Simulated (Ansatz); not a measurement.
An Ansatz (a program for electronic structure) run: Bi2Se3; Ansatz, PBE-D3(BJ), PAW, cutoff 420 eV, no spin-orbit coupling.

Input:

Ansatz 0.2 input:
```yaml
crystal:
  lattice:
    - [2.072156876, 1.1963603302, 9.4826726081]
    - [-2.072156876, 1.1963603302, 9.4826726081]
    - [0, -2.3927206603, 9.4826726081]
  atoms:
    - { symbol: Bi, position: [0.4008741986, 0.4008741986, 0.4008741986] }
    - { symbol: Bi, position: [0.5991258014, 0.5991258014, 0.5991258014] }
    - { symbol: Se, position: [0, 0, 0] }
    - { symbol: Se, position: [0.2105223375, 0.2105223375, 0.2105223375] }
    - { symbol: Se, position: [0.7894776625, 0.7894776625, 0.7894776625] }
basis: { ecutwfc: 420, ecutrho_ratio: 4, xc_grid: 2, fft_grid_basis: typed }
kpoints: { mp_grid: { grid: [9, 9, 9] } }
hamiltonian:
  xc: pbe
  dispersion: d3bj
  pseudopotentials: { kind: paw }
scf: { occupations: { method: fermi_dirac, width: 0.05 }, convergence: { dr2_threshold: 0.0000000005 } }
output: { forces: true, stress: true }
checkpoint: { write: state.ck, write_every: 1000 }
```

Output (explanatory and most iteration lines left out):

```
Pseudopotential: Bi, paw, valence charge 15
Pseudopotential: Se, paw, valence charge 16
Crystal: 5 atoms, lattice volume = 141.048 Å³
Basis set: ecut = 420 eV, 2713 PW (Γ), exchange–correlation on 144×144×144 points (8 copies of the dense FFT grid, shifted against one another)
Bands: 44, of which v1, the nominal top of the filled ones, is band 39 counted from 1 (38 counted from 0)
Symmetry: 12 space group operations
Space group: R-3m (ITA 166), of the structure as read, at distance tolerance 5.2e-5 Å
k-points: 85 of 729
Functional: x = pbe(κ = 0.804, μ = 0.2195149727645171), c = pbe(β = 0.06672455060314922)
SCF iter   1: F=—  HF=-41204.222034 eV  |F-HF|=—  |Δ(HF+E_count)|=         —  Δρ=1.18e-3  dr2=3.52e-3  ethr=1.77e-3  ⟨swp⟩=6.8  Hψ=13870  notcnv=0
SCF iter   2: F=—  HF=-41204.220416 eV  |F-HF|=—  |Δ(HF+E_count)|=   1.62e-3  Δρ=5.88e-4  dr2=4.57e-4  ethr=4.51e-6  ⟨swp⟩=2.2  Hψ=7802  notcnv=0
SCF 1 converged in 9 iterations: F = -41204.220761 eV  dr2 = 4.39e-10
SCF converged after 9 iterations
Free energy (F): -41204.220761 eV
Internal energy: -41204.220570 eV  (E = F + TS)
E sigma→0 (E₀):  -41204.220666 eV
Entropy (-TS):   -0.000191 eV (-0.038 meV/atom)
Fermi energy:    9.300686 eV
  E_disp       = -2.015555  (pairwise vdW)
--- Forces (eV/Å), atoms counted from 1 ---
  atom   1  Bi     0.00000000     0.00000000     0.00032551
  atom   2  Bi    -0.00000000    -0.00000000    -0.00032551
  atom   3  Se    -0.00000000     0.00000000     0.00000000
  atom   4  Se     0.00000000     0.00000000     0.00065831
  atom   5  Se    -0.00000000    -0.00000000    -0.00065831
--- Stress (GPa, compression-positive) ---
       -0.000322       0.000000      -0.000000
        0.000000      -0.000322       0.000000
       -0.000000       0.000000       0.000123
  P = ⅓ Tr σ = -0.0002 GPa (-0.002 kbar)
```

Spin-orbit coupling, missing from the scalar runs, can matter with Bi. Whether these cells are dynamically stable was not tested. The cell is Bi$_{2}$Se$_{3}$ in the Bi2Te3 type structure (space group R-3m, No. 166).
